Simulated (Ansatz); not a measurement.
Base system: Pd in the fcc (Cu type) structure (space group Fm-3m, No. 225; relaxed with 0.1 eV smearing).

```xyz
1
Lattice="0.0000 1.9207 1.9207 1.9207 0.0000 1.9207 1.9207 1.9207 0.0000" Properties=species:S:1:pos:R:3 pbc="T T T"
Pd     0.0000     0.0000     0.0000
```

Calculations: LDA (Ansatz, an electronic-structure program, PAW, no spin-orbit coupling).

Strains are applied to the cell and any free atomic positions relax.

One change was made to it. Results:

```csv
quantity,base,after
energy relative to the base (free energy F),0 meV/atom,+39 meV/atom
pressure,0.0 GPa,16.1 GPa
```

Question: Which of these changes matches the shifts?
(A) isotropic strain +2.00 %
(B) isotropic strain −1.50 %
(C) isotropic strain −2.00 %

Answer: C, isotropic strain −2.00 %. For comparison, the energy relative to the base in the other runs: isotropic strain +2.00 % gives +33 meV/atom; isotropic strain −1.50 % gives +22 meV/atom.

Whether these cells are dynamically stable was not tested. All final runs are without spin polarisation. Pd lies near a magnetic instability that expansion can trigger; it was not tested.
